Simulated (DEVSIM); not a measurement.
Device: Ti/AlN/p-GaSb capacitor, at 400 K.

```tsv
layer (left to right)	material	thickness (nm)	Na (cm⁻³)
1	AlN	2.00	-
2	GaSb	5700	1.1e16
```

Metal gate on the left, work function 4.33 eV. Fixed charge at the semiconductor interface 0 cm⁻² (in units of +e); no interface traps.

This is a model device: material constants are rounded textbook-type values typed into the input, and sizes, dopings and lifetimes were drawn at random. Values at 300 K; Nc and Nv go as T^1.5, mobilities as T to minus their exponent, the gap by Varshni's rule with the affinity fixed.

| parameter | AlN | GaSb |
|---|---|---|
| gap (eV) | 6.1 | 0.726 |
| affinity (eV) | 1.9 | 4.06 |
| permittivity | 8.5 | 15.7 |
| Nc (cm⁻³) | - | 2.1e17 |
| Nv (cm⁻³) | - | 1.8e19 |
| Varshni α (eV/K) | - | 0.00042 |
| Varshni β (K) | - | 140 |

DEVSIM, 1D Poisson equation in equilibrium, Boltzmann statistics, complete ionisation; no quantum confinement or tunnelling. Metal contacts follow the ideal Schottky-Mott rule: no Fermi-level pinning, no interface dipoles.

Base results: minimum of the low-frequency capacitance (μF/cm²) 0.0870; flat-band voltage (V) -0.15; threshold voltage (band bending 2φF) (V) 0.16; capacitance of the dielectric stack (μF/cm²) 3.76.

Task: What follows from this one change: substrate doping 1.1e+16 → 2.2e+16 cm^-3?

Result: minimum of the low-frequency capacitance 0.0870 → 0.108 μF/cm²; flat-band voltage -0.15 → -0.17 V; threshold voltage (band bending 2φF) 0.16 → 0.19 V; capacitance of the dielectric stack little changed (3.76 μF/cm²).

Task: What follows from this one change: AlN thickness 0.002 → 0.0024 μm?

Result: minimum of the low-frequency capacitance little changed (0.0864 μF/cm²); flat-band voltage little changed (-0.15 V); threshold voltage (band bending 2φF) little changed (0.17 V); capacitance of the dielectric stack 3.76 → 3.14 μF/cm².

Task: What follows from this one change: gate work function 4.33 → 4.48 eV?

Result: minimum of the low-frequency capacitance little changed (0.0870 μF/cm²); flat-band voltage -0.15 → 0.00 V; threshold voltage (band bending 2φF) 0.16 → 0.31 V; capacitance of the dielectric stack little changed (3.76 μF/cm²).

Task: What follows from this one change: fixed charge 0 → 2.55e+12 cm^-2?

Result: minimum of the low-frequency capacitance little changed (0.0878 μF/cm²); flat-band voltage -0.15 → -0.26 V; threshold voltage (band bending 2φF) 0.16 → 0.06 V; capacitance of the dielectric stack little changed (3.76 μF/cm²).
